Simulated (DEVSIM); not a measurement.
System: illuminated Si n-on-p cell, one wavelength, at 300 K.

Layer 1 from the left is Si, thickness (μm) 0.330, Nd (cm⁻³) 9.9e18, τn (s) 7.3e-7, τp (s) 9.7e-8, absorption coefficient (cm⁻¹) 6200. Layer 2 from the left is Si, thickness (μm) 31.0, Na (cm⁻³) 2.4e16, τn (s) 1.4e-6, τp (s) 1.4e-6, absorption coefficient (cm⁻¹) 6200.

Left contact: ohmic, minority hole recombination velocity 8e5 cm/s. Right contact: ohmic, minority electron recombination velocity 30 cm/s. Voltage is applied to the left contact. Recombination: SRH at mid-gap, radiative, Auger. Light enters at the left, 2.5e16 photons cm⁻² s⁻¹, one pass, no reflection. Mobility is μmin + (μ − μmin)/(1 + (N/Nref)^α).

This is a model device: material constants are rounded textbook-type values typed into the input, and sizes, dopings and lifetimes were drawn at random. Values at 300 K.

Si: gap (eV) 1.124, affinity (eV) 4.05, permittivity 11.7, Nc (cm⁻³) 2.86e19, Nv (cm⁻³) 3.1e19, μn (cm²/Vs) 1417, μp (cm²/Vs) 470, μn,min 52, μp,min 45, Nref,n 9.7e16, Nref,p 2.2e17, αn 0.68, αp 0.72, B (cm³/s) 4.7e-15, Cn (cm⁶/s) 2.8e-31, Cp (cm⁶/s) 9.9e-32.

DEVSIM, 1D drift-diffusion, Boltzmann statistics, complete ionisation; no tunnelling, impact ionisation, image-force lowering or self-heating.

**Question.** What does the simulation give for the open-circuit voltage, the largest field in the device at zero bias, the dark forward voltage at 1 A/cm²?

**Answer.** open-circuit voltage 0.555 V; largest field in the device at zero bias 190000 V/cm; dark forward voltage at 1 A/cm² 0.707 V.
